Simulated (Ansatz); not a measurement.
## Several settings converged on SrAg₂ (Imm2, 6 atoms in the cell)

```xyz
6
Lattice="-2.3694 3.8619 4.1365 2.3694 -3.8619 4.1365 2.3694 3.8619 -4.1365" Properties=species:S:1:pos:R:3 pbc="T T T"
Sr     0.0000     1.9309     0.4224
Sr     2.3694     1.9309     3.7641
Ag     2.3694     3.4402    -1.3428
Ag     0.0000     0.4216     5.4792
Ag     0.0000     4.2835     2.7937
Ag     2.3694    -0.4216     1.3428
```

Base method: LDA (PW92), default PAW files made with PBE (plane waves; Ansatz, a first-principles code).

Base settings: basis.ecutwfc = 420 eV; kpoints.mp_grid.grid = 3 3 3; hamiltonian.xc = lda; hamiltonian.pseudopotentials = {kind: paw} (the program's default PAW files); scf.occupations.method = gaussian; scf.occupations.width = 0.1 eV.

The count of work is k-points × plane waves × bands × iterations; it is no time. 

**The cutoff for other potential files**

Level: DFT, LDA (PW92), plane waves, harder PAW files (source: ansatz) made with PBE.

In this ladder: hamiltonian.pseudopotentials = {kind: paw, source: ansatz}.

The second cell is the first with its lattice scaled by 0.98.

The mesh stays at the base's, so the ladder's end is converged at best in this setting alone.

The first pressure column holds Ansatz's estimate of the finite-basis (Pulay) stress, which hides part of the cutoff error; the other is without it.

Only quantities that move along the ladder and can be compared are tabulated.

```csv
basis.ecutwfc,free energy less the last step's (meV/atom),energy of the compressed cell less the first (meV/atom),pressure (GPa),pressure without the Pulay estimate (GPa),largest difference of a force vector from the last step's (eV/Å),count of work / last
215 eV,12644.94,-221.62,-3.44,-352.71,0.462,0.13
265 eV,2512.59,-21.68,-3.30,-97.75,0.152,0.16
335 eV,198.14,-20.14,-4.01,-15.06,0.016,0.21
410 eV,7.97,-22.61,-3.84,-4.40,0.000,0.28
480 eV,2.27,-22.92,-3.86,-3.88,0.000,0.35
575 eV,1.44,-22.93,-3.86,-3.87,0.000,0.46
720 eV,0.47,-22.94,-3.86,-3.88,0.000,0.65
960 eV,0.00,-22.94,-3.86,-3.86,0.000,1.0
```

Coarsest basis.ecutwfc that holds the forces within 0.01 eV/Å of the last step, with all finer ones: 410 eV, at 0.28 of the last step's count of work; the step before is off by 0.016 eV/Å.

Coarsest basis.ecutwfc that holds the pressure within 0.05 GPa of the last step, with all finer ones: 410 eV, at 0.28 of the last step's count of work; the step before is off by 0.15 GPa.

Coarsest basis.ecutwfc that holds the energy of the compressed cell less the first within 2 meV/atom of the last step, with all finer ones: 410 eV, at 0.28 of the last step's count of work; the step before is off by 2.8 meV/atom.

The energy difference between the two cells stays within 1 meV/atom of the last step's from 410 eV on, the total only from 720 eV on: much of the error is common to both cells and cancels.

At the lowest cutoff the pressure without the Pulay estimate lies 349 GPa under the last step's, the usual sign of Pulay stress in an incomplete plane-wave basis.

**The relaxed cell against the cutoff**

On SrAg2 (Imma, 6 atoms in the cell): atoms on their sites.

In this ladder: relax = cell and atoms.

The mesh stays at the base's, so the ladder's end is converged at best in this setting alone.

Only quantities that move along the ladder and can be compared are tabulated.

```csv
basis.ecutwfc,relaxed volume (Å³/atom),relaxation steps
250 eV,23.754,53
295 eV,23.377,19
355 eV,23.369,7
420 eV,23.365,7
505 eV,23.361,5
630 eV,23.362,5
840 eV,23.361,5
```

Coarsest basis.ecutwfc that holds the relaxed volume within 0.023 Å³/atom of the last step, with all finer ones: 295 eV; the step before is off by 0.39 Å³/atom.

At the lowest cutoff the cell relaxes to a volume 1.7 % larger than at the highest. Ansatz relaxes on a stress corrected for the finite basis.

On the base run: the starting cell comes from a database of computed structures (which also holds hypothetical and non-ambient phases and stackings), without a prior relaxation at this level. Its lattice was rescaled by up to half a per cent. One atom was moved a little off its site on purpose. Without a gap this mesh is coarse (it stands for a supercell whose shortest vector is 14 Å).

Left out of this page: 1 run of the series failed or unconverged.

Keys are those of Ansatz 0.2.
